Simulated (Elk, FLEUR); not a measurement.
An Elk input for a self-consistent single point of SnTe (F-43m, 2 atoms in the cell) (DFT, LDA (PW92), all-electron FP-LAPW, Elk's shipped species files, LAPW+lo basis):

```
tasks
  0

xctype
  3

rgkmax
  7.5

gmaxvr
  14.0

nxoapwlo
  1

stype
  3

swidth
  0.00367493

avec
    0.0000000000    6.8240750463    6.8240750463
    6.8240750463    0.0000000000    6.8240750463
    6.8240750463    6.8240750463    0.0000000000

sppath
  'species/'

atoms
  2   : nspecies
  'Sn.in'   : spfname
  1   : natoms; atposl, bfcmt below
  0.0000000000  0.0000000000  0.0000000000    0.0 0.0 0.0
  'Te.in'   : spfname
  1   : natoms; atposl, bfcmt below
  0.7500000000  0.7500000000  0.7500000000    0.0 0.0 0.0

ngridk
  7 7 7
```

Task: Give the FLEUR input for the same structure, mesh, smearing and functional.

Result: One input that does it (others would too):

Input of the input generator:

```
SnTe
&input film=f /
-0.0000000000 6.8240750463 6.8240750463
6.8240750463 -0.0000000000 6.8240750463
6.8240750463 6.8240750463 -0.0000000000
1.0
1.0 1.0 1.0

2
50 0.0000000000 0.0000000000 0.0000000000
52 0.7500000000 0.7500000000 0.7500000000

&comp jspins=1 /
&exco xctyp='pz' /
&kpt div1=7 div2=7 div3=7 /
&end /
```

```xml
<?xml version="1.0" encoding="UTF-8" standalone="no"?>
<fleurInput fleurInputVersion="0.39">
   <comment>
      SnTe                                                                                                
   </comment>
   <calculationSetup>
      <cutoffs Kmax="3.8" Gmax="13.3" GmaxXC="13.3" numbands="0"/>
      <scfLoop itmax="80" minDistance="0.00001" maxIterBroyd="15" imix="Anderson" alpha="0.05" precondParam="0.0" spinf="2.0"/>
      <coreElectrons ctail="T" frcor="F" kcrel="0" coretail_lmax="0"/>
      <xcFunctional name="pz" relativisticCorrections="F"/>
      <magnetism jspins="1"/>
      <soc l_soc="F" theta="0.0" phi="0.0" spav="F"/>
      <expertModes spex="0" secvar="F"/>
      <geometryOptimization l_f="T" forcealpha="1.0" forcemix="BFGS" epsdisp="0.00001" epsforce="0.00001"/>
      <ldaU l_linMix="F" mixParam="0.05" spinf="1.0"/>
   </calculationSetup>
   <cell>
      <bzIntegration valenceElectrons="30.0" mode="hist" fermiSmearingEnergy="0.00367493">
         <kPointListSelection listName="default-1"/>
         <!-- k-points included here -->
         <xi:include xmlns:xi="http://www.w3.org/2001/XInclude" href="kpts.xml"> </xi:include>
      </bzIntegration>
      <!-- symmetry operations included here -->
      <xi:include xmlns:xi="http://www.w3.org/2001/XInclude" href="sym.xml"> </xi:include>
      <bulkLattice scale="1.0">
         <bravaisMatrix>
            <row-1>    0.0000000000000000     6.8240750462999999     6.8240750462999999</row-1>
            <row-2>    6.8240750462999999     0.0000000000000000     6.8240750462999999</row-2>
            <row-3>    6.8240750462999999     6.8240750462999999     0.0000000000000000</row-3>
         </bravaisMatrix>
      </bulkLattice>
   </cell>
   <atomSpecies>
      <species name="Tin (Sn)" element="Sn" atomicNumber="50">
         <mtSphere radius="2.63" gridPoints="925" logIncrement="0.014"/>
         <atomicCutoffs lmax="10" lnonsphr="8"/>
         <electronConfig flipSpins="F">
            <coreConfig>(1s1/2) (2s1/2) (2p1/2) (2p3/2) (3s1/2) (3p1/2) (3p3/2) (4s1/2) (3d3/2) (3d5/2) (4p1/2) (4p3/2)</coreConfig>
            <valenceConfig>(5s1/2) (4d3/2) (4d5/2) (5p1/2) (5p3/2)</valenceConfig>
            <stateOccupation state="(5p1/2)" spinUp="0.3333333333333" spinDown="0.3333333333333"/>
            <stateOccupation state="(5p3/2)" spinUp="0.6666666666667" spinDown="0.6666666666667"/>
         </electronConfig>
         <energyParameters s="5" p="5" d="5" f="4"/>
         <lo type="SCLO" l="2" n="4" eDeriv="0"/>
      </species>
      <species name="Tellurium (Te)" element="Te" atomicNumber="52">
         <mtSphere radius="2.63" gridPoints="925" logIncrement="0.014"/>
         <atomicCutoffs lmax="10" lnonsphr="8"/>
         <electronConfig flipSpins="F">
            <coreConfig>(1s1/2) (2s1/2) (2p1/2) (2p3/2) (3s1/2) (3p1/2) (3p3/2) (4s1/2) (3d3/2) (3d5/2) (4p1/2) (4p3/2)</coreConfig>
            <valenceConfig>(5s1/2) (4d3/2) (4d5/2) (5p1/2) (5p3/2)</valenceConfig>
            <stateOccupation state="(5p1/2)" spinUp="0.6666666666667" spinDown="0.6666666666667"/>
            <stateOccupation state="(5p3/2)" spinUp="1.3333333333333" spinDown="1.3333333333333"/>
         </electronConfig>
         <energyParameters s="5" p="5" d="5" f="4"/>
         <lo type="SCLO" l="2" n="4" eDeriv="0"/>
      </species>
   </atomSpecies>
   <atomGroups>
      <atomGroup species="Tin (Sn)">
         <relPos label="                   1">.0000000000 .0000000000 .0000000000</relPos>
         <force calculate="T" relaxXYZ="TTT"/>
      </atomGroup>
      <atomGroup species="Tellurium (Te)">
         <relPos label="                   2">-1.000/4.000 -1.000/4.000 -1.000/4.000</relPos>
         <force calculate="T" relaxXYZ="TTT"/>
      </atomGroup>
   </atomGroups>
   <output dos="F" band="F" slice="F">
      <checks vchk="F" cdinf="F"/>
      <bandDOS minEnergy="-.5*Htr" maxEnergy="0.5*Htr" sigma="0.015" storeEVData="T"/>
      <vacuumDOS vacdos="F" integ="F" star="F" nstars="0" locx1="0.0" locy1="0.0" locx2="0.0" locy2="0.0" nstm="0" tworkf="0.0"/>
      <unfoldingBand unfoldBand="F" supercellX="1" supercellY="1" supercellZ="1"/>
      <plotting iplot="0" polar="F">
         <plot TwoD="T" vec1="  1.0  0.0  0.0" vec2="  0.0  1.0  0.0" vec3="  0.0  0.0  1.0" zero="  0.0  0.0  0.0" file="plot"/>
      </plotting>
      <chargeDensitySlicing numkpt="0" minEigenval="0.0" maxEigenval="0.0" nnne="0" pallst="F"/>
      <specialOutput eonly="F"/>
      <magneticCircularDichroism mcd="F" energyLo="-10.0" energyUp="0.0"/>
   </output>
  <!-- We include the file relax.xml here to enable relaxations (see documentation) -->
  <xi:include xmlns:xi="http://www.w3.org/2001/XInclude" href="relax.xml"> <xi:fallback/> </xi:include>
</fleurInput>
```

Basis, cutoffs, solver keys and any potentials are the target program's own. This input uses DFT, LDA (Perdew-Zunger), all-electron FLAPW (FLEUR), scalar-relativistic valence. LDA parametrisations can differ slightly between programs.

The starting cell comes from a database of computed structures (which also holds hypothetical and non-ambient phases and stackings), without a prior relaxation at this level.
